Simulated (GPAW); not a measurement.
## GPAW run on MgPd3 (Pm-3m, 4 atoms in the cell): self-consistent single point

Method: PBEsol, GPAW PAW datasets PBEsol (made by gpaw-setup) (plane waves; GPAW 25.7.0).

This input was run:

```python
from ase import Atoms
from ase.units import GPa
from gpaw import GPAW, PW, FermiDirac

atoms = Atoms(['Mg', 'Pd', 'Pd', 'Pd'],
              cell=[[3.964763, 0.000000, 0.000000],
                    [0.000000, 3.964763, 0.000000],
                    [0.000000, 0.000000, 3.964763]],
              scaled_positions=[[0.000000, 0.000000, 0.000000],
                                [0.000000, 0.500000, 0.500000],
                                [0.500000, 0.000000, 0.500000],
                                [0.500000, 0.500000, 0.000000]],
              pbc=True)

calc = GPAW(mode=PW(800),
            xc='PBEsol',
            kpts=(7, 7, 7),
            occupations=FermiDirac(0.1),
            nbands=-10,
            convergence={'density': 1e-05},
            symmetry={'symmorphic': False, 'tolerance': 0.0005},
            maxiter=150,
            txt='-')

atoms.calc = calc

energy = atoms.get_potential_energy()
print('Energy (eV):', round(energy, 6))
forces = atoms.get_forces()
print('Forces (eV/Ang):')
print(forces.round(5))
stress = atoms.get_stress()
print('Stress (GPa, Voigt):', (stress / GPa).round(4))
```

The program printed (abridged):

```
Input parameters:
  convergence: {density: 1e-05}
  kpts: [7 7 7]
  maxiter: 150
  mode: {ecut: 800.0,
         name: pw}
  nbands: -10
  occupations: {fixmagmom: False,
                name: fermi-dirac,
                width: 0.1}
  symmetry: {symmorphic: False,
             tolerance: 0.0005}
  xc: PBEsol

species:
  Mg:
    name: Magnesium
    Z: 12.0
    valence: 10
    core: 2
    charge: 0.0
    file: Mg.PBEsol.gz

    # Using partial waves for Mg as LCAO basis

  Pd:
    name: Palladium
    Z: 46.0
    valence: 16
    core: 30
    charge: 0.0
    file: Pd.PBEsol.gz

    # Using partial waves for Pd as LCAO basis

Reference energy: -416919.485888  # eV

Spin-paired calculation

Convergence criteria:
 Maximum [total energy] change in last 3 cyles: 0.0005 eV / valence electron
 Maximum integral of absolute [dens]ity change: 1e-05 electrons / valence electron
 Maximum integral of absolute [eigenst]ate change: 4e-08 eV^2 / valence electron
 Maximum number of scf [iter]ations: 150

Symmetries present (total): 48
Symmetries with fractional translations: 0
343 k-points: 7 x 7 x 7 Monkhorst-Pack grid
20 k-points in the irreducible part of the Brillouin zone
       k-points in crystal coordinates                weights
   0:     0.00000000    0.00000000    0.00000000          1/343
   1:     0.14285714    0.00000000    0.00000000          6/343
   2:     0.14285714    0.14285714    0.00000000         12/343
   [... 7 lines left out ...]
          ...
  19:     0.42857143    0.42857143    0.42857143          8/343

Wave functions: Plane wave expansion
  Cutoff energy: 800.000 eV
  Number of coefficients (min, max): 3183, 3217
  Pulay-stress correction: 0.000000 eV/Ang^3 (de/decut=0.000000)

Occupation numbers: Fermi-Dirac:
  width: 0.1000  # eV

Eigensolver

Densities:
  Coarse grid: 27*27*27 grid
  Fine grid: 54*54*54 grid
  Total Charge: 0.000000

Density mixing:
  Method: separate
  Backend: pulay
  Linear mixing parameter: 0.05
  old densities: 5
  Damping of long wavelength oscillations: 50

Hamiltonian:
  XC and Coulomb potentials evaluated on a 54*54*54 grid
  External potential:
    NoExternalPotential

XC parameters: PBEsol with 2 nearest neighbor stencil

Number of atoms: 4
Number of atomic orbitals: 44
Number of bands in calculation: 39
Number of valence electrons: 58
Bands to converge: occupied

Density initialized from atomic densities
  39 bands from LCAO basis set

Atomic positions and initial magnetic moments

Positions:
   0 Mg     0.000000    0.000000    0.000000    ( 0.0000,  0.0000,  0.0000)
   1 Pd     0.000000    1.982382    1.982382    ( 0.0000,  0.0000,  0.0000)
   2 Pd     1.982382    0.000000    1.982382    ( 0.0000,  0.0000,  0.0000)
   3 Pd     1.982382    1.982382    0.000000    ( 0.0000,  0.0000,  0.0000)

Unit cell:
           periodic     x           y           z      points  spacing
  1. axis:    yes    3.964763    0.000000    0.000000    27     0.1468
  2. axis:    yes    0.000000    3.964763    0.000000    27     0.1468
  3. axis:    yes    0.000000    0.000000    3.964763    27     0.1468

  Lengths:   3.964763   3.964763   3.964763
  Angles:   90.000000  90.000000  90.000000

Effective grid spacing dv^(1/3) = 0.1468

     iter     time        total  log10-change:
                         energy   eigst   dens
iter:   1 --:--:--   -22.395620
iter:   2 --:--:--   -20.863934   -1.17  -1.16
iter:   3 --:--:--   -18.481347   -0.31  -1.22
iter:   4 --:--:--   -17.520936   -1.44  -1.68
iter:   5 --:--:--   -17.924929   -1.53  -1.78
iter:   6 --:--:--   -17.439609   -1.42  -1.68
iter:   7 --:--:--   -17.415961   -3.31  -2.40
iter:   8 --:--:--   -17.416750c  -3.05  -2.76
iter:   9 --:--:--   -17.410869c  -3.65  -2.69
iter:  10 --:--:--   -17.410939c  -4.68  -3.54
iter:  11 --:--:--   -17.410898c  -5.76  -3.70
iter:  12 --:--:--   -17.410928c  -5.56  -3.77
iter:  13 --:--:--   -17.410975c  -6.08  -3.96
iter:  14 --:--:--   -17.410980c  -7.03  -4.09
iter:  15 --:--:--   -17.411000c  -6.93  -4.07
iter:  16 --:--:--   -17.410951c  -6.56  -4.03
iter:  17 --:--:--   -17.410924c  -6.54  -4.08
iter:  18 --:--:--   -17.410937c  -6.90  -4.12
iter:  19 --:--:--   -17.410938c  -7.71c -5.18c

Converged after 19 iterations.

Dipole moment: (-0.000000, -0.000000, -0.000000) |e|*Ang

Energy contributions relative to reference atoms: (reference = -416919.485888)

Kinetic:        -20.072040
Potential:       +6.480382
External:        +0.000000
XC:              -3.247616
Entropy (-ST):   -0.122600
Local:           -0.510364
SIC:             +0.000000
--------------------------
Free energy:    -17.472238
Extrapolated:   -17.410938

Showing only first 2 kpts
 Kpt  Band  Eigenvalues  Occupancy
  0    27      7.97732    0.14950
  0    28      7.97732    0.14950
  0    29     10.22936    0.00000
  0    30     10.22936    0.00000

  1    27      7.49518    1.81867
  1    28      7.97768    0.14901
  1    29      9.24911    0.00000
  1    30     10.87946    0.00000

Fermi level: 7.72573

No gap
No difference between direct/indirect transitions
Energy (eV): -17.410938

Forces in eV/Ang:
  0 Mg    0.00000    0.00000    0.00000
  1 Pd   -0.00000    0.00000    0.00000
  2 Pd    0.00000   -0.00000    0.00000
  3 Pd    0.00000    0.00000   -0.00000

Stress tensor:
     0.035298     0.000000     0.000000
     0.000000     0.035298     0.000000
     0.000000     0.000000     0.035298
Stress (GPa, Voigt): [5.6554 5.6554 5.6554 0.     0.     0.    ]
```

The run converged in 19 iterations. GPAW prints stress with tension positive.

The starting cell comes from a database of computed structures (which also holds hypothetical and non-ambient phases and stackings), without a prior relaxation at this level. Its lattice was rescaled by a random factor within 2.5 % of one. Spin polarisation is off. With a pressure of about -6 GPa the cell is away from its equilibrium volume at this level.

Cost on one core of a shared machine: roughly 70 s.
